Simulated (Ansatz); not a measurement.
The parent structure is W2N in the anti-CdI2 type structure (space group P-3m1, No. 164; a = 2.803 Å, c = 5.299 Å; a hypothetical phase, not in the database extracts checked; relaxed with 0.1 eV smearing). Axes: x lies along a and z along c of the hexagonal cell.

Computed with PBEsol (Ansatz, an electronic-structure program, PAW, no spin-orbit coupling).

Strains are applied to the cell and any free atomic positions relax; under biaxial strain the out-of-plane vector relaxes too.

One change was made to it. Results:

```tsv
quantity	base	after
pressure (mean of the normal stresses, compression positive)	0.0 GPa	4.4 GPa
shortest interatomic distance	215.7 pm	215.6 pm
```

Q: What was done to the base?
A. biaxial strain −1.17 %, plane normal [001], relaxed out of plane
B. isotropic strain −0.66 %
C. uniaxial strain ε_yy = +0.65 %
D. biaxial strain +2.31 %, plane normal [001], relaxed out of plane
E. biaxial strain +0.75 %, plane normal [001], relaxed out of plane

A: A, biaxial strain −1.17 %, plane normal [001], relaxed out of plane. For comparison, the pressure in the other runs: uniaxial strain ε_yy = +0.65 % gives -2.2 GPa; biaxial strain +0.75 %, plane normal [001], relaxed out of plane gives -2.0 GPa; isotropic strain −0.66 % gives 7.4 GPa; biaxial strain +2.31 %, plane normal [001], relaxed out of plane gives -4.9 GPa.

Whether these cells are dynamically stable was not tested. All final runs are without spin polarisation. An odd electron count without spin: W2N.
